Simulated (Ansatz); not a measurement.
# Ti: biaxial strain −1.00 %, plane normal [001], relaxed out of plane

Consider Ti in the hcp (Mg type) structure (space group P6_3/mmc, No. 194; a = 2.864 Å, c = 4.537 Å; relaxed with 0.1 eV smearing). Axes: x lies along a and z along c of the hexagonal cell.

The change: compressive biaxial strain of 1.00 % in the plane normal to [001], as in epitaxy on a mismatched substrate; the out-of-plane cell vector and the atoms relax.

The values are results of LDA in Ansatz (plane waves to 420 eV, PAW, no spin-orbit coupling), not measurements. k-mesh 23×23×13 (Γ-centred); smearing 0.1 eV (Fermi–Dirac).

| quantity | base | changed | shift |
|---|---|---|---|
| space group | P6_3/mmc (No. 194) | P6_3/mmc (No. 194) | – |
| shortest interatomic distance | 2.807 Å | 2.815 Å | +0.0073 Å |
| pressure (mean of the normal stresses, compression positive) | 0.0 GPa | 1.3 GPa | +1.3 GPa |
| band gap | zero | zero | – |
| out-of-plane strain | – | +0.92 % | – |
| mean in-plane stress (compression positive) | – | +2.0 GPa | – |

Final structure (turned so that z lies along the plane normal):

```
Ti
1.0
    2.83574     0.00000     0.00000
    1.41787     2.45583     0.00000
    0.00000     0.00000     4.57925
Ti
2
Direct
  0.66667   0.66667   0.75000
  0.33333   0.33333   0.25000
```

Whether these cells are dynamically stable was not tested. All final runs are without spin polarisation.

Ansatz is a quantum-chemistry and plane-wave program.
